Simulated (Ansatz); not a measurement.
# A computed series for CdSe: response to strain

Base system: CdSe in the zinc blende structure (space group F-43m, No. 216; a = 6.196 Å).

Strains are applied to the cell and any free atomic positions relax.

The values are results of PBE, PAW, 420 eV (Ansatz, a program for electronic structure; without spin-orbit coupling), not measurements.

Notes on the quantities. energy relative to the base: free energy F; hole mass: degenerate bands, along [100].

```csv
case,energy relative to the base,hole mass,band gap,volume per atom
base,0 meV/atom,"0.054, 0.73, 0.73 mₑ (at Γ)",0.49 eV,29.74 Å³
isotropic strain −3.00 %,+37 meV/atom,"0.068, 0.64, 0.64 mₑ (at Γ)",0.68 eV,27.14 Å³
isotropic strain −2.50 %,+26 meV/atom,"0.066, 0.65, 0.65 mₑ (at Γ)",0.65 eV,27.56 Å³
isotropic strain −1.50 %,+8.8 meV/atom,"0.061, 0.69, 0.69 mₑ (at Γ)",0.59 eV,28.42 Å³
isotropic strain −1.00 %,+3.8 meV/atom,"0.058, 0.70, 0.70 mₑ (at Γ)",0.56 eV,28.86 Å³
isotropic strain −0.50 %,+0.9 meV/atom,"0.056, 0.71, 0.71 mₑ (at Γ)",0.53 eV,29.30 Å³
isotropic strain +1.00 %,+3.7 meV/atom,"0.049, 0.76, 0.76 mₑ (at Γ)",0.43 eV,30.64 Å³
isotropic strain +1.50 %,+8.0 meV/atom,"0.046, 0.78, 0.78 mₑ (at Γ)",0.40 eV,31.10 Å³
isotropic strain +2.00 %,+14 meV/atom,"0.043, 0.80, 0.80 mₑ (at Γ)",0.37 eV,31.56 Å³
isotropic strain +2.50 %,+21 meV/atom,"0.041, 0.82, 0.82 mₑ (at Γ)",0.34 eV,32.03 Å³
```

Effective masses come from finite differences of ±0.01 Å⁻¹. Whether these cells are dynamically stable was not tested.
